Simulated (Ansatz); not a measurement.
An Ansatz (an electronic-structure program) run: hypothetical diamond Ba; PBEsol (Ansatz, PAW, no SOC).

Input:

Ansatz 0.2 input:
```yaml
crystal:
  lattice:
    - [0, 3.7021724596, 3.7021724596]
    - [3.7021724596, 0, 3.7021724596]
    - [3.7021724596, 3.7021724596, 0]
  atoms:
    - { symbol: Ba, position: [0.75, 0.75, 0.75] }
    - { symbol: Ba, position: [0.5, 0.5, 0.5] }
basis: { ecutwfc: 420, ecutrho_ratio: 4, xc_grid: 2, fft_grid_basis: typed }
kpoints: { mp_grid: { grid: [11, 11, 11] } }
hamiltonian:
  xc: pbesol
  dispersion: none
  pseudopotentials: { kind: paw }
scf: { occupations: { method: fermi_dirac, width: 0.05 }, convergence: { dr2_threshold: 0.0000000002 } }
output: { forces: true, stress: true }
```

Output (explanatory and most iteration lines left out):

```
Pseudopotential: Ba, paw, valence charge 10
Crystal: 2 atoms, lattice volume = 101.485 Å³
Basis set: ecut = 420 eV, 1989 PW (Γ), exchange–correlation on 72×72×72 points (8 copies of the dense FFT grid, shifted against one another)
Bands: 14, of which v1, the nominal top of the filled ones, is band 10 counted from 1 (9 counted from 0)
Symmetry: 48 space group operations
Space group: Fd-3m (ITA 227), of the structure as read, at distance tolerance 4.7e-5 Å
k-points: 56 of 1331
Functional: x = pbesol(κ = 0.804, μ = 0.12345679012345678), c = pbesol(β = 0.046)
SCF iter   1: F=—  HF=-11723.497382 eV  |F-HF|=—  |Δ(HF+E_count)|=         —  Δρ=4.49e-3  dr2=1.45e-2  ethr=1.77e-3  ⟨swp⟩=9.8  Hψ=6105  notcnv=0
SCF iter   2: F=—  HF=-11723.498567 eV  |F-HF|=—  |Δ(HF+E_count)|=   1.18e-3  Δρ=2.73e-3  dr2=6.03e-3  ethr=7.24e-5  ⟨swp⟩=1.2  Hψ=1256  notcnv=0
SCF 1 converged in 8 iterations: F = -11723.499987 eV  dr2 = 2.33e-11
SCF converged after 8 iterations
Free energy (F): -11723.499987 eV
Internal energy: -11723.485935 eV  (E = F + TS)
E sigma→0 (E₀):  -11723.492961 eV
Entropy (-TS):   -0.014052 eV (-7.026 meV/atom)
Fermi energy:    7.100213 eV
--- Forces (eV/Å), atoms counted from 1 ---
  atom   1  Ba     0.00000000    -0.00000000    -0.00000000
  atom   2  Ba     0.00000000     0.00000000    -0.00000000
--- Stress (GPa, compression-positive) ---
       -0.008430       0.000000       0.000000
        0.000000      -0.008430       0.000000
       -0.000000      -0.000000      -0.008430
  P = ⅓ Tr σ = -0.0084 GPa (-0.084 kbar)
```

No phonon test of stability was made. The cell is Ba in the diamond structure (space group Fd-3m, No. 227; a hypothetical phase, not in the database extracts checked).
